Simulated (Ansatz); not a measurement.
The starting structures come from a database of crystals and need not be the phases stable at ambient conditions.

By PBEsol, the system below comes out a metal.

Data:

```
CELL_PARAMETERS angstrom
      7.44708     0.00000     0.00000
     -3.72354     6.44936     0.00000
      0.00000     0.00000     5.11502
ATOMIC_POSITIONS crystal
  Ti 0.33333 0.66667 0.00000
  Ti 0.66667 0.33333 0.00000
  Ti 0.66667 0.33333 0.50000
  Ti 0.33333 0.66667 0.50000
  Ti 0.00000 0.25033 0.25000
  Ti 0.00000 0.74967 0.75000
  Ti 0.74967 0.00000 0.75000
  Ti 0.25033 0.00000 0.25000
  Ti 0.74967 0.74967 0.25000
  Ti 0.25033 0.25033 0.75000
  Si 0.00000 0.60784 0.25000
  Si 0.00000 0.39216 0.75000
  Si 0.39216 0.00000 0.75000
  Si 0.60784 0.00000 0.25000
  Si 0.39216 0.39216 0.25000
  Si 0.60784 0.60784 0.75000
```

Space group of this cell: P6_3/mcm. The cell is taken as given; by PBEsol its mean pressure is -3.0 GPa.

The current flows along the normal of the first two printed cell vectors, the (001) plane of the conventional cell. No spin-orbit coupling; the value is a mean over 0.1 eV about the Fermi level.

Task: Estimate the ballistic conductance per area that PBEsol (Ansatz, an electronic-structure program) returns for this system.

Result: 0.40 × 10¹⁵ S/m² for both spins.
